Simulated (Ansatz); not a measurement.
Partial pair distribution functions of a relaxed model of amorphous Zr18Si48O132, broadened by 0.06 Å; density 2.92 g/cm³. Computed with PBE, scalar-relativistic without spin-orbit coupling (plane waves to 420 eV, PAW; Ansatz, a program for electronic structure).

It comes from a melt-quench run on a machine-learned potential (CHGNet), relaxed afterwards by DFT. O atoms were pushed apart under 1.9 Å during the dynamics, to hinder bonds among them. The hot cell started wider than the set density and was brought back towards it in steps. It is the lowest in DFT energy of 8 quenches. It is a model cell: composition and starting density were chosen by hand, and all elements were melted together. No dispersion term was used. Its density started from a set value of 2.92 and ended at 2.92 g/cm³. Cooling (nominally 300 K/ps over its main leg) ran many orders faster than in experiment, which tends to leave more defects and strain. One small periodic cell is one sample of the glass; other quenches scatter about these values. The volume was held where the preparation left it and the shape relaxed, at a PBE pressure of 0.8 GPa. Stress components on the final sampling reach 0.8 GPa.

```json
[
 {"r (Å)": "1.35", "g Si-O": "0.00", "g Zr-O": "0.00", "g Zr-Zr": "0.00", "g Si-Si": "0.00"},
 {"r (Å)": "1.45", "g Si-O": "0.28", "g Zr-O": "0.00", "g Zr-Zr": "0.00", "g Si-Si": "0.00"},
 {"r (Å)": "1.55", "g Si-O": "7.23", "g Zr-O": "0.00", "g Zr-Zr": "0.00", "g Si-Si": "0.00"},
 {"r (Å)": "1.65", "g Si-O": "15.63", "g Zr-O": "0.00", "g Zr-Zr": "0.00", "g Si-Si": "0.00"},
 {"r (Å)": "1.75", "g Si-O": "3.02", "g Zr-O": "0.06", "g Zr-Zr": "0.00", "g Si-Si": "0.00"},
 {"r (Å)": "1.85", "g Si-O": "0.07", "g Zr-O": "1.56", "g Zr-Zr": "0.00", "g Si-Si": "0.00"},
 {"r (Å)": "1.95", "g Si-O": "0.00", "g Zr-O": "6.62", "g Zr-Zr": "0.00", "g Si-Si": "0.00"},
 {"r (Å)": "2.05", "g Si-O": "0.00", "g Zr-O": "5.46", "g Zr-Zr": "0.00", "g Si-Si": "0.00"},
 {"r (Å)": "2.15", "g Si-O": "0.00", "g Zr-O": "2.87", "g Zr-Zr": "0.00", "g Si-Si": "0.00"},
 {"r (Å)": "2.25", "g Si-O": "0.00", "g Zr-O": "1.67", "g Zr-Zr": "0.00", "g Si-Si": "0.00"},
 {"r (Å)": "2.35", "g Si-O": "0.00", "g Zr-O": "1.19", "g Zr-Zr": "0.00", "g Si-Si": "0.00"},
 {"r (Å)": "2.45", "g Si-O": "0.00", "g Zr-O": "0.81", "g Zr-Zr": "0.00", "g Si-Si": "0.00"},
 {"r (Å)": "2.55", "g Si-O": "0.00", "g Zr-O": "0.86", "g Zr-Zr": "0.00", "g Si-Si": "0.00"},
 {"r (Å)": "2.65", "g Si-O": "0.00", "g Zr-O": "0.58", "g Zr-Zr": "0.00", "g Si-Si": "0.00"},
 {"r (Å)": "2.75", "g Si-O": "0.02", "g Zr-O": "0.40", "g Zr-Zr": "0.00", "g Si-Si": "0.28"},
 {"r (Å)": "2.85", "g Si-O": "0.08", "g Zr-O": "0.06", "g Zr-Zr": "0.00", "g Si-Si": "2.26"},
 {"r (Å)": "2.95", "g Si-O": "0.16", "g Zr-O": "0.04", "g Zr-Zr": "0.00", "g Si-Si": "4.52"},
 {"r (Å)": "3.05", "g Si-O": "0.27", "g Zr-O": "0.18", "g Zr-Zr": "0.01", "g Si-Si": "4.59"},
 {"r (Å)": "3.15", "g Si-O": "0.52", "g Zr-O": "0.21", "g Zr-Zr": "0.59", "g Si-Si": "3.07"},
 {"r (Å)": "3.25", "g Si-O": "0.73", "g Zr-O": "0.31", "g Zr-Zr": "2.61", "g Si-Si": "0.66"},
 {"r (Å)": "3.35", "g Si-O": "0.86", "g Zr-O": "0.30", "g Zr-Zr": "1.90", "g Si-Si": "0.03"},
 {"r (Å)": "3.45", "g Si-O": "1.08", "g Zr-O": "0.37", "g Zr-Zr": "2.74", "g Si-Si": "0.00"},
 {"r (Å)": "3.55", "g Si-O": "1.39", "g Zr-O": "0.68", "g Zr-Zr": "3.32", "g Si-Si": "0.00"},
 {"r (Å)": "3.65", "g Si-O": "1.23", "g Zr-O": "1.10", "g Zr-Zr": "1.86", "g Si-Si": "0.03"},
 {"r (Å)": "3.75", "g Si-O": "1.19", "g Zr-O": "0.77", "g Zr-Zr": "3.90", "g Si-Si": "0.12"},
 {"r (Å)": "3.85", "g Si-O": "1.40", "g Zr-O": "0.78", "g Zr-Zr": "4.07", "g Si-Si": "0.23"},
 {"r (Å)": "3.95", "g Si-O": "1.57", "g Zr-O": "1.16", "g Zr-Zr": "1.44", "g Si-Si": "0.46"},
 {"r (Å)": "4.05", "g Si-O": "1.70", "g Zr-O": "1.36", "g Zr-Zr": "1.06", "g Si-Si": "0.57"},
 {"r (Å)": "4.15", "g Si-O": "1.94", "g Zr-O": "1.12", "g Zr-Zr": "0.26", "g Si-Si": "0.78"},
 {"r (Å)": "4.25", "g Si-O": "1.84", "g Zr-O": "1.35", "g Zr-Zr": "0.16", "g Si-Si": "1.17"},
 {"r (Å)": "4.35", "g Si-O": "1.38", "g Zr-O": "1.86", "g Zr-Zr": "0.75", "g Si-Si": "0.83"},
 {"r (Å)": "4.45", "g Si-O": "0.98", "g Zr-O": "1.82", "g Zr-Zr": "0.57", "g Si-Si": "0.98"},
 {"r (Å)": "4.55", "g Si-O": "0.84", "g Zr-O": "1.67", "g Zr-Zr": "0.71", "g Si-Si": "1.61"},
 {"r (Å)": "4.65", "g Si-O": "0.71", "g Zr-O": "1.63", "g Zr-Zr": "1.16", "g Si-Si": "1.56"},
 {"r (Å)": "4.75", "g Si-O": "0.68", "g Zr-O": "1.35", "g Zr-Zr": "0.69", "g Si-Si": "1.05"},
 {"r (Å)": "4.85", "g Si-O": "0.64", "g Zr-O": "0.97", "g Zr-Zr": "0.14", "g Si-Si": "0.84"},
 {"r (Å)": "4.95", "g Si-O": "0.59", "g Zr-O": "0.92", "g Zr-Zr": "0.46", "g Si-Si": "1.40"},
 {"r (Å)": "5.05", "g Si-O": "0.62", "g Zr-O": "0.80", "g Zr-Zr": "0.59", "g Si-Si": "1.70"},
 {"r (Å)": "5.15", "g Si-O": "0.75", "g Zr-O": "0.74", "g Zr-Zr": "0.75", "g Si-Si": "1.36"},
 {"r (Å)": "5.25", "g Si-O": "0.77", "g Zr-O": "0.91", "g Zr-Zr": "0.40", "g Si-Si": "1.22"},
 {"r (Å)": "5.35", "g Si-O": "0.78", "g Zr-O": "0.69", "g Zr-Zr": "0.45", "g Si-Si": "0.99"},
 {"r (Å)": "5.45", "g Si-O": "0.86", "g Zr-O": "0.63", "g Zr-Zr": "0.70", "g Si-Si": "0.89"},
 {"r (Å)": "5.55", "g Si-O": "0.89", "g Zr-O": "0.72", "g Zr-Zr": "1.04", "g Si-Si": "1.13"},
 {"r (Å)": "5.65", "g Si-O": "1.00", "g Zr-O": "0.80", "g Zr-Zr": "1.31", "g Si-Si": "1.23"},
 {"r (Å)": "5.75", "g Si-O": "1.10", "g Zr-O": "0.92", "g Zr-Zr": "1.25", "g Si-Si": "1.16"},
 {"r (Å)": "5.85", "g Si-O": "1.14", "g Zr-O": "0.96", "g Zr-Zr": "0.99", "g Si-Si": "1.08"},
 {"r (Å)": "5.95", "g Si-O": "1.02", "g Zr-O": "0.91", "g Zr-Zr": "0.98", "g Si-Si": "0.77"}
]
```

Within 1.90 Å each Si has 4.00 O neighbours on average.
